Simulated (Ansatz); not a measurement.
Band structure of CsZn4P3 (P4/mmm, 8 atoms in the cell).

```xyz
8
Lattice="3.9567 0.0000 0.0000 0.0000 3.9567 0.0000 0.0000 0.0000 10.1810" Properties=species:S:1:pos:R:3 pbc="T T T"
Cs     0.0000     0.0000     5.0905
Zn     1.9783     0.0000     8.6380
Zn     1.9783     0.0000     1.5430
Zn     0.0000     1.9783     8.6380
Zn     0.0000     1.9783     1.5430
P      1.9783     1.9783     7.3986
P      1.9783     1.9783     2.7825
P      0.0000     0.0000     0.0000
```

Level of theory: LDA (PW92), PAW files made with PBE (plane waves; Ansatz, a first-principles code).

Settings: basis.ecutwfc = 420 eV; kpoints.mp_grid.grid = 4 4 2; hamiltonian.xc = lda; hamiltonian.pseudopotentials = {kind: paw} (the program's default PAW files); scf.occupations.method = fermi_dirac; scf.occupations.width = 0.1 eV; kpoints.band_path.npoints = 8.

The starting cell comes from a database of computed structures (which also holds hypothetical and non-ambient phases and stackings), without a prior relaxation at this level. Its lattice was rescaled by a random factor within 2.5 % of one. The run gives no clean gap (levels at the Fermi energy touch, overlap or are partly filled at this smearing), which alone does not show that the compound is a metal.

Levels in eV from the Fermi level, bands 33 to 40:
| point | 33 | 34 | 35 | 36 | 37 | 38 | 39 | 40 |
|---|---|---|---|---|---|---|---|---|
| Γ | -1.98 | -0.17 | -0.11 | -0.06 | -0.06 | 0.95 | 1.51 | 1.72 |
| X | -1.50 | -1.15 | -1.02 | -0.93 | 1.01 | 1.50 | 2.45 | 2.60 |
| M | -3.20 | -3.05 | -3.05 | -2.17 | 0.57 | 1.11 | 1.11 | 1.90 |
| Z | -1.89 | -1.07 | -0.16 | -0.16 | -0.08 | 1.14 | 1.45 | 1.97 |
| R | -1.50 | -1.15 | -1.09 | -0.99 | 1.34 | 1.89 | 2.42 | 2.68 |
| A | -3.33 | -3.33 | -2.83 | -2.67 | 1.05 | 1.73 | 1.73 | 2.84 |

Bands cross the Fermi level along this path, so the cell is metallic at this level.

Keys are those of Ansatz 0.2.
